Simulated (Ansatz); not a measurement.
Electronic density of states of amorphous Hf$_{10}$Al$_{10}$O$_{35}$, density 6.57 g/cm³, on a 2×2×2 Γ-centred mesh with a Gaussian width of 0.1 eV; energies count from the Fermi level, whose place inside the gap is arbitrary. Cell and mesh are small, so fine structure isn't converged. These are PBE, scalar-relativistic without spin-orbit coupling (plane waves to 420 eV, PAW; Ansatz, a first-principles code) values and carry that method's errors. Sampling: a 2×2×2 Γ-centred mesh; Fermi-Dirac width 0.02 eV; no spin polarisation. At PBE the levels at the filled edge of the gap are localised (band-tail or defect states).

The cell was made by melting and quenching with the CHGNet potential and then relaxed with DFT. O atoms were pushed apart under 1.9 Å during the dynamics, to hinder bonds among them. The hot cell started wider than the set density and was brought back towards it in steps. It is the lowest in DFT energy of 2 quenches. It is a model cell: composition and starting density were chosen by hand, and all elements were melted together. No dispersion term was used. A short ab initio anneal came between quench and relaxation. Its density started from a set value of 6.57 and ended at 6.57 g/cm³. The simulated quench (nominally 380 K/ps over its main leg) is rapid and tends to freeze in more defects than a deposited or slowly cooled glass has. One small periodic cell is one sample of the glass; other quenches scatter about these values. The volume was held where the preparation left it and the shape relaxed, at a PBE pressure of -3.1 GPa (tension). Stress components on the final sampling reach 3.2 GPa.

(E - EF (eV), states/(eV atom)): (-12.00, 0.00); (-11.90, 0.00); (-11.80, 0.00); (-11.70, 0.00); (-11.60, 0.00); (-11.50, 0.00); (-11.40, 0.00); (-11.30, 0.00); (-11.20, 0.00); (-11.10, 0.00); (-11.00, 0.00); (-10.90, 0.00); (-10.80, 0.00); (-10.70, 0.00); (-10.60, 0.00); (-10.50, 0.00); (-10.40, 0.00); (-10.30, 0.00); (-10.20, 0.00); (-10.10, 0.00); (-10.00, 0.00); (-9.90, 0.00); (-9.80, 0.00); (-9.70, 0.00); (-9.60, 0.00); (-9.50, 0.00); (-9.40, 0.00); (-9.30, 0.00); (-9.20, 0.00); (-9.10, 0.00); (-9.00, 0.00); (-8.90, 0.00); (-8.80, 0.00); (-8.70, 0.00); (-8.60, 0.00); (-8.50, 0.00); (-8.40, 0.00); (-8.30, 0.00); (-8.20, 0.01); (-8.10, 0.06); (-8.00, 0.17); (-7.90, 0.28); (-7.80, 0.34); (-7.70, 0.33); (-7.60, 0.25); (-7.50, 0.28); (-7.40, 0.23); (-7.30, 0.24); (-7.20, 0.31); (-7.10, 0.37); (-7.00, 0.35); (-6.90, 0.33); (-6.80, 0.40); (-6.70, 0.46); (-6.60, 0.52); (-6.50, 0.57); (-6.40, 0.59); (-6.30, 0.62); (-6.20, 0.65); (-6.10, 0.64); (-6.00, 0.68); (-5.90, 0.69); (-5.80, 0.71); (-5.70, 0.77); (-5.60, 0.77); (-5.50, 0.78); (-5.40, 0.80); (-5.30, 0.76); (-5.20, 0.78); (-5.10, 0.72); (-5.00, 0.70); (-4.90, 0.78); (-4.80, 0.78); (-4.70, 0.73); (-4.60, 0.70); (-4.50, 0.72); (-4.40, 0.76); (-4.30, 0.74); (-4.20, 0.76); (-4.10, 0.81); (-4.00, 0.88); (-3.90, 0.84); (-3.80, 0.77); (-3.70, 0.78); (-3.60, 0.74); (-3.50, 0.81); (-3.40, 0.89); (-3.30, 0.91); (-3.20, 0.92); (-3.10, 0.84); (-3.00, 0.80); (-2.90, 0.81); (-2.80, 0.82); (-2.70, 0.81); (-2.60, 0.75); (-2.50, 0.61); (-2.40, 0.57); (-2.30, 0.51); (-2.20, 0.46); (-2.10, 0.44); (-2.00, 0.26); (-1.90, 0.06); (-1.80, 0.00); (-1.70, 0.00); (-1.60, 0.00); (-1.50, 0.00); (-1.40, 0.00); (-1.30, 0.00); (-1.20, 0.00); (-1.10, 0.00); (-1.00, 0.00); (-0.90, 0.00); (-0.80, 0.00); (-0.70, 0.00); (-0.60, 0.00); (-0.50, 0.00); (-0.40, 0.00); (-0.30, 0.00); (-0.20, 0.00); (-0.10, 0.00); (0.00, 0.00); (0.10, 0.00); (0.20, 0.00); (0.30, 0.00); (0.40, 0.00); (0.50, 0.00); (0.60, 0.00); (0.70, 0.00); (0.80, 0.00); (0.90, 0.00); (1.00, 0.00); (1.10, 0.00); (1.20, 0.00); (1.30, 0.00); (1.40, 0.00); (1.50, 0.00); (1.60, 0.00); (1.70, 0.00); (1.80, 0.00); (1.90, 0.02); (2.00, 0.10); (2.10, 0.21); (2.20, 0.25); (2.30, 0.28); (2.40, 0.32); (2.50, 0.38); (2.60, 0.42); (2.70, 0.42); (2.80, 0.44); (2.90, 0.46); (3.00, 0.42); (3.10, 0.42); (3.20, 0.45); (3.30, 0.44); (3.40, 0.44); (3.50, 0.46); (3.60, 0.47); (3.70, 0.46); (3.80, 0.50); (3.90, 0.53); (4.00, 0.50); (4.10, 0.49); (4.20, 0.52); (4.30, 0.47); (4.40, 0.38); (4.50, 0.46); (4.60, 0.53); (4.70, 0.44); (4.80, 0.35); (4.90, 0.37); (5.00, 0.39); (5.10, 0.34); (5.20, 0.36)

The level gap on this mesh is 3.97 eV; the broadening fills part of it in the curve.
